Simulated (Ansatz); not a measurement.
Amorphous In$_{16}$Zn$_{8}$O$_{32}$

A CHGNet melt-quench gave the starting glass, which DFT then relaxed. O atoms were pushed apart under 1.9 Å during the dynamics, to hinder bonds among them. The hot cell started wider than the set density and was brought back towards it in steps. It is the lowest in DFT energy of 2 quenches. It is a model cell: composition and starting density were chosen by hand, and all elements were melted together. No dispersion term was used.

Methods: PBE, scalar-relativistic without spin-orbit coupling (Ansatz, a first-principles code); r2SCAN, scalar-relativistic without spin-orbit coupling (Ansatz). Geometry, pressure, stress and energy are those of the PBE run. Its sampling: a 2×2×2 Γ-centred mesh; Fermi-Dirac width 0.02 eV; no spin polarisation. Other functionals are single points at the zone centre (r2SCAN at 500 eV), free to take moments where seeds were set.

```yaml
number_of_atoms_in_the_cell: 56
Density (held, not predicted): 5.80 g/cm³
volume_per_atom: 14.68 Å³
Pressure on a 2×2×2 Γ-centred mesh: -1.37 GPa
Largest force and stress component on that mesh (the relaxation ran on the zone centre alone): 0.12 eV/Å and 2.0 GPa
Energy relative to bixbyite In2O3 + wurtzite ZnO (lowest mix at this level among the phases computed, not always the ambient ones): 0.202 eV/atom
Gap on a 2×2×2 Γ-centred mesh (PBE): 0.44 eV
Gap at the zone centre (PBE): 0.48 eV
Gap at the zone centre (r2SCAN): 0.87 eV
```

Bonds are counted up to In-In 3.12 Å, In-Zn 2.90 Å, In-O 2.70 Å, Zn-Zn 2.68 Å, Zn-O 2.54 Å, O-O 1.58 Å. Two cations that share two anions don't count as bonded, nor two that share one unless they lie closer than In-In 3.04 Å, In-Zn 2.82 Å, Zn-Zn 2.61 Å.

```yaml
Mean coordination of In by anions: 5.00 (2 with 4, 12 with 5, 2 with 6)
Mean coordination of Zn by anions: 4.12 (1 with 3, 5 with 4, 2 with 5)
Mean coordination of O: 3.53 (15 with 3, 17 with 4)
Mean In-O bond: 2.187 Å (spread 0.107 Å, 80 counted)
Mean Zn-O bond: 2.051 Å (spread 0.122 Å, 33 counted)
```

Its density started from a set value of 5.80 g/cm³. Cooling (nominally 170 K/ps over its main leg) ran many orders faster than in experiment, which tends to leave more defects and strain. Values belong to this one cell and scatter from quench to quench. The volume was held where the preparation left it, at a PBE pressure of -1.4 GPa (tension). Stress components on the final sampling reach 2.0 GPa. On a 2×2×2 Γ-centred mesh force components of up to 0.12 eV/Å stay, since the relaxation ran on the zone centre alone.
